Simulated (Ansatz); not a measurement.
**MoS₂ in the 3R-MoS2 type structure (space group R3m, No. 160; layered, stacked along the Cartesian z axis)**

```
CELL_PARAMETERS angstrom
      1.58770     0.91666     6.19535
     -1.58770     0.91666     6.19535
      0.00000    -1.83332     6.19535
ATOMIC_POSITIONS crystal
  Mo 0.00000 0.00000 0.00000
  S  0.75029 0.75029 0.75029
  S  0.58300 0.58300 0.58300
```

Computed with Ansatz (a first-principles code), r2SCAN+rVV10, PAW, cutoff 500 eV, scalar-relativistic without spin-orbit coupling, earlier PAW set. Γ-centred 12×12×12 mesh, Fermi–Dirac width 0.05 eV.

| Item | Result |
|---|---|
| Volume per atom | 18.03 Å³ |
| Density | 4.91 g/cm³ |
| Band gap | 1.02 eV, indirect, T → k = (0.167, -1/2, -0.167) in the run's primitive reciprocal basis |
| Hole mass | 0.85 mₑ along k, 0.69 mₑ across |
| Total energy | -2259.874 eV/atom (σ→0; compares only within this code and set-up) |

Effective masses come from finite differences of ±0.01 Å⁻¹. Along k means along the line from Γ to the band edge. Semilocal Kohn–Sham gaps tend to fall short of experiment. No phonon test of stability was made.
